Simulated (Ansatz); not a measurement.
```yaml
crystal:
  lattice:
    - [2.25019, 0.00000, 0.00000]
    - [-1.12509, 1.94872, 0.00000]
    - [0.00000, 0.00000, 27.00064]
  atoms:
    - { symbol: Be, position: [0.00000, 0.00000, 0.99975] }
    - { symbol: Be, position: [0.66667, 0.33333, 0.06616] }
    - { symbol: Be, position: [0.33333, 0.66667, 0.13384] }
    - { symbol: Be, position: [0.00000, 0.00000, 0.20025] }
    - { symbol: Be, position: [0.33333, 0.66667, 0.26667] }
    - { symbol: Be, position: [0.66667, 0.33333, 0.33308] }
    - { symbol: Be, position: [0.33333, 0.66667, 0.39949] }
    - { symbol: Be, position: [0.00000, 0.00000, 0.46718] }
    - { symbol: Be, position: [0.66667, 0.33333, 0.53358] }
    - { symbol: Be, position: [0.00000, 0.00000, 0.60000] }
    - { symbol: Be, position: [0.33333, 0.66667, 0.66642] }
    - { symbol: Be, position: [0.00000, 0.00000, 0.73282] }
    - { symbol: Be, position: [0.66667, 0.33333, 0.80051] }
    - { symbol: Be, position: [0.33333, 0.66667, 0.86692] }
    - { symbol: Be, position: [0.66667, 0.33333, 0.93333] }
```

Calculation: PBE (plane waves to 420 eV, PAW; Ansatz, a first-principles code). Scalar-relativistic, without spin–orbit coupling. Its k-point mesh 27×27×3, Fermi–Dirac width 0.1 eV.

Q: Which polytype is this, and how does it compare with the cubic form?

A: Be 15R (hcchc), stacking ACBABCBACABACBC, hexagonality 40 %, space group R-3m (a stacking that need not occur in nature); -41 meV/atom against 3C, layer spacing over a = 0.8000 (ideal 0.8165).
